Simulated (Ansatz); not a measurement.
**Ta2N (model structure, started from the CdI2 type, P-3m1, No. 164, 3 atoms in the cell)**

Calculation: PBEsol (Ansatz, an electronic-structure program, PAW).

Run with plane-wave cutoff 520 eV, 24×24×12 k mesh (along the axes of the cell as run), Fermi–Dirac smearing 0.05 eV, scalar-relativistic PAW data made under PBE.

Cell (relaxed at this level):

Space group P-3m1 (No. 164); a = 3.077 Å, b = 3.077 Å, c = 4.826 Å, α = 90.00°, β = 90.00°, γ = 120.00°

| atom | site | symmetry | x | y | z |
|---|---|---|---|---|---|
| N | 1a | -3m. | 0.0000 | 0.0000 | 0.0000 |
| Ta | 2d | 3m. | 0.3333 | 0.6667 | 0.2539 |

```yaml
band_gap: zero (no gap)
bulk modulus B0: 288 GPa
```

Note: the bulk modulus is −V dP/dV from two relaxed cells at ±2 % in volume; the relaxation could raise the start's symmetry but not lower it, so the cell can be a saddle point.

Spin–orbit coupling is not included; it can open a gap where bands touch, and shift volumes and moduli.

The computed numbers hold no vibrational or temperature effects.

Computing time: very roughly 4 core-minutes.

A model structure was made by putting elements into a prototype or built by hand; it is no filed structure, need not be a known phase, and can be a saddle point held by its symmetry.
